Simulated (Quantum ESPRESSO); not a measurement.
Quantum ESPRESSO run on HfCuSn (P6_3mc, 6 atoms in the cell): self-consistent single point.

Method of the run: PBEsol-D3(0), GBRV 1.5 ultrasoft (PBESOL) pseudopotentials (plane waves; Quantum ESPRESSO).

```
CELL_PARAMETERS angstrom
      4.40396     0.00000     0.00000
     -2.20198     3.81394     0.00000
      0.00000     0.00000     6.34957
ATOMIC_POSITIONS crystal
  Hf 0.00000 0.00000 0.00492
  Hf 0.00000 0.00000 0.50492
  Cu 0.33333 0.66667 0.68653
  Cu 0.66667 0.33333 0.18653
  Sn 0.33333 0.66667 0.26035
  Sn 0.66667 0.33333 0.76035
```

Reference input (self-consistent single point, DFT, PBEsol, plane waves, GBRV 1.5 ultrasoft (PBESOL) pseudopotentials): ecutwfc = 50 Ry; ecutrho = 400 Ry; occupations = smearing; smearing = gauss; degauss = 0.0036749 Ry; K_POINTS = automatic 5 5 3 0 0 0; conv_thr = 1e-11 Ry. This run's input differs from it in these lines:

```diff
@@ -17,2 +17,5 @@
  degauss = 0.0036749
+ vdw_corr = 'grimme-d3'
+ dftd3_version = 3
+ dftd3_threebody = .false.
 /
```

The program printed (abridged):

```
     Self-consistent Calculation

     iteration #  1     ecut=    50.00 Ry     beta= 0.70

     negative rho (up, down):  2.034E-01 0.000E+00

     total energy              =   -1327.87838388 Ry
     estimated scf accuracy    <     156.08920168 Ry

     iteration #  2     ecut=    50.00 Ry     beta= 0.70

     negative rho (up, down):  1.829E-01 0.000E+00

     total energy              =   -1428.63045535 Ry
     estimated scf accuracy    <     318.53181090 Ry

     iteration #  3     ecut=    50.00 Ry     beta= 0.70

     negative rho (up, down):  2.159E-01 0.000E+00

     total energy              =   -1442.18625629 Ry
     estimated scf accuracy    <      49.05745189 Ry

   [... 16 blocks of this kind left out ...]

     iteration # 20     ecut=    50.00 Ry     beta= 0.70

     negative rho (up, down):  2.252E-01 0.000E+00

     total energy              =   -1442.21529517 Ry
     estimated scf accuracy    <          2.3E-10 Ry

     iteration # 21     ecut=    50.00 Ry     beta= 0.70

     negative rho (up, down):  2.252E-01 0.000E+00
     End of self-consistent calculation

     the Fermi energy is    15.8778 ev

!    total energy              =   -1442.21529517 Ry
     estimated scf accuracy    <          7.3E-13 Ry
     smearing contrib. (-TS)   =      -0.00013235 Ry
     internal energy E=F+TS    =   -1442.21516282 Ry

     DFT-D3 Dispersion         =      -0.14256863 Ry

     convergence has been achieved in  21 iterations

     negative rho (up, down):  2.252E-01 0.000E+00

     Forces acting on atoms (cartesian axes, Ry/au):

     atom    1 type  1   force =     0.00000000    0.00000000   -0.00145072
     atom    2 type  1   force =     0.00000000    0.00000000   -0.00145072
     atom    3 type  2   force =     0.00000000    0.00000000    0.00211824
     atom    4 type  2   force =     0.00000000   -0.00000000    0.00211824
   [... lines left out ...]
     Total force =     0.003752     Total SCF correction =     0.000001
   [... lines left out ...]

     negative rho (up, down):  2.252E-01 0.000E+00
          total   stress  (Ry/bohr**3)                   (kbar)     P=      -34.02
  -0.00020306   0.00000000   0.00000000          -29.87        0.00        0.00
   0.00000000  -0.00020306   0.00000000            0.00      -29.87        0.00
   0.00000000   0.00000000  -0.00028760            0.00        0.00      -42.31

   JOB DONE.
```

The run converged in 21 iterations. Against the reference run the pressure goes from 0.15 to -3.40 GPa and the largest force goes from 0.115 to 0.054 eV/Å.

The starting cell comes from a database of computed structures (which also holds hypothetical and non-ambient phases and stackings), without a prior relaxation at this level. Its lattice was rescaled by a random factor within 2.5 % of one. Spin polarisation is off. With a pressure of about -3 GPa the cell is away from its equilibrium volume at this level.

Cost on one core of a shared machine: roughly 3 min.
